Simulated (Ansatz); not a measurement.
Worked calculations on one periodic cell of amorphous Hf$_{18}$O$_{41}$P$_{2}$: Hf18O41P2, 61 atoms, volume 768.8 Å³, made by a melt-quench on the CHGNet potential and relaxed with DFT. O atoms were pushed apart under 1.9 Å during the dynamics, to hinder bonds among them. It is a model cell: composition and starting density were chosen by hand, and all elements were melted together. Cycles of charging were run to anneal it. Calculation: PBE, scalar-relativistic without spin-orbit coupling (plane waves to 420 eV, PAW; Ansatz, a program for electronic structure). Sampling: a 2×2×2 Γ-centred mesh; Fermi-Dirac width 0.02 eV; no spin polarisation. Its volume was relaxed, its shape was free, and it stands at a mean pressure of 0.0 GPa with stress components up to 0.1 GPa; the relaxation ran on the zone centre alone. Its density went from a set 8.17 to 8.49 g/cm³. The cell is small and was quenched far faster than a real film, so it is one sample of the glass.

Question: Count formal charges (Hf +4, O -2, P +5). What does the count lead one to expect at the Fermi level, and what does the calculation give?

Answer: 18 × (+4) + 41 × (-2) + 2 × (+5) = 0. The charges balance, so the anion-derived valence states can be full and a gap can open. On this mesh the highest filled and lowest empty level lie 3.94 eV apart, the PBE gap of this cell, with a localised state at one edge or both.

Four energies for an added electron at PBE on the zone centre alone (charged cells in a uniform background, spin-polarised): neutral at the neutral geometry -307853.721 eV; charged at the neutral geometry -307838.189 eV; charged and relaxed -307838.580 eV; neutral at the charged geometry -307853.010 eV.

Question: Find the two relaxation energies and their sum, the reorganisation energy.

Answer: On charging: -307838.189 − (-307838.580) = 0.391 eV. On discharging: -307853.010 − (-307853.721) = 0.711 eV. The sum is 1.102 eV. The carrier's level spreads over 10 of the 61 atoms' worth, so it counts as partly localised, most on one Hf atom with neighbours O 1.98 Å, O 2.03 Å, O 2.07 Å, O 2.20 Å, O 2.21 Å, O 2.30 Å (neutral geometry). The values are uncorrected: the image energy of a point charge in this cell, 2.84 × 14.40 / (2 × 9.2) = 2.2 eV before screening, is screened by electrons alone at the fixed geometry and by ions too after relaxing, and the carrier can be spread before it relaxes, so each term can be off by up to that value times 1/ε∞, some tenths of an eV. PBE's self-interaction favours spread-out carriers, so a hybrid can localise more.

Four energies for a hole at PBE on the zone centre alone (charged cells in a uniform background, spin-polarised): neutral at the neutral geometry -307853.721 eV; charged at the neutral geometry -307865.071 eV; charged and relaxed -307865.247 eV; neutral at the charged geometry -307853.329 eV.

Question: Find the two relaxation energies and their sum, the reorganisation energy.

Answer: On charging: -307865.071 − (-307865.247) = 0.176 eV. On discharging: -307853.329 − (-307853.721) = 0.392 eV. The sum is 0.568 eV. The carrier's level spreads over 6 of the 61 atoms' worth, so it counts as partly localised, most on one O atom with neighbours Hf 2.07 Å, Hf 2.10 Å, Hf 2.15 Å (neutral geometry). The values are uncorrected: the image energy of a point charge in this cell, 2.84 × 14.40 / (2 × 9.2) = 2.2 eV before screening, is screened by electrons alone at the fixed geometry and by ions too after relaxing, and the carrier can be spread before it relaxes, so each term can be off by up to that value times 1/ε∞, some tenths of an eV. PBE's self-interaction favours spread-out carriers, so a hybrid can localise more.
